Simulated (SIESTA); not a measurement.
**Short convergence ladders for Mg (P-3m1, 2 atoms in the cell)**

```
CELL_PARAMETERS angstrom
      1.60018    -2.77160     0.00000
      1.60018     2.77160     0.00000
      0.00000     0.00000     5.19437
ATOMIC_POSITIONS crystal
  Mg 0.33333 0.66667 0.25963
  Mg 0.66667 0.33333 0.75000
```

Base method: LDA PW92, numerical atomic orbitals DZP, PseudoDojo LDA standard norm-conserving potentials (rewritten from UPF to PSML) in SIESTA.

Base settings: XC.functional = LDA; XC.authors = PW92; potentials = PseudoDojo LDA standard; PAO.BasisSize = DZP; PAO.EnergyShift = 0.005 Ry; MeshCutoff = 350 Ry; kgrid.MonkhorstPack = 12 12 7; OccupationFunction = FD; ElectronicTemperature = 0.1 eV; MaxSCFIterations = 150.

**The width of Fermi-Dirac smearing**

In this ladder: kgrid.MonkhorstPack = 20 20 12.

Narrow widths need finer meshes than wide ones, so the last steps can hold mesh noise.

Only quantities that move along the ladder and can be compared are tabulated; pressure and forces are left out, as mesh noise rules them at narrow widths.

```csv
ElectronicTemperature,free energy less the last step's (meV/atom)
1 eV,-644.91
0.5 eV,-159.43
0.3 eV,-55.62
0.2 eV,-23.58
0.1 eV,-4.64
0.05 eV,0.00
```

Widest ElectronicTemperature that holds the free energy within 5 meV/atom: not settled: the last two steps still differ by 4.6 meV/atom, over half the tolerance, so the ladder does not show it.

**The width of Gaussian smearing**

In this ladder: kgrid.MonkhorstPack = 20 20 12; OccupationFunction = MP; OccupationMPOrder = 0.

Narrow widths need finer meshes than wide ones, so the last steps can hold mesh noise.

Only quantities that move along the ladder and can be compared are tabulated; pressure and forces are left out, as mesh noise rules them at narrow widths.

```csv
ElectronicTemperature,free energy less the last step's (meV/atom)
1 eV,-96.79
0.5 eV,-23.59
0.3 eV,-8.24
0.2 eV,-3.54
0.1 eV,-0.73
0.05 eV,0.00
```

Widest ElectronicTemperature that holds the free energy within 5 meV/atom of the last step, with all finer ones: 0.2 eV; the step before is off by 8.2 meV/atom.

**The width of Methfessel-Paxton smearing**

In this ladder: kgrid.MonkhorstPack = 20 20 12; OccupationFunction = MP; OccupationMPOrder = 1.

Narrow widths need finer meshes than wide ones, so the last steps can hold mesh noise.

Only quantities that move along the ladder and can be compared are tabulated; pressure and forces are left out, as mesh noise rules them at narrow widths.

| ElectronicTemperature | free energy less the last step's (meV/atom) |
|---|---|
| 1 eV | 1.48 |
| 0.5 eV | 0.27 |
| 0.3 eV | 0.04 |
| 0.2 eV | -0.08 |
| 0.1 eV | -0.05 |
| 0.05 eV | 0.00 |

Widest ElectronicTemperature that holds the free energy within 0.5 meV/atom of the last step, with all finer ones: 0.5 eV; the step before is off by 1.5 meV/atom.

On the base run: the starting cell has typed, rounded lattice constants, without a prior relaxation at this level. Its lattice was rescaled by up to half a per cent. One atom was moved a little off its site on purpose. Values carry the incompleteness of an atom-centred basis.

Left out of this page: 6 runs of the series outside the window shown, repeating another row's setting, or not comparable.
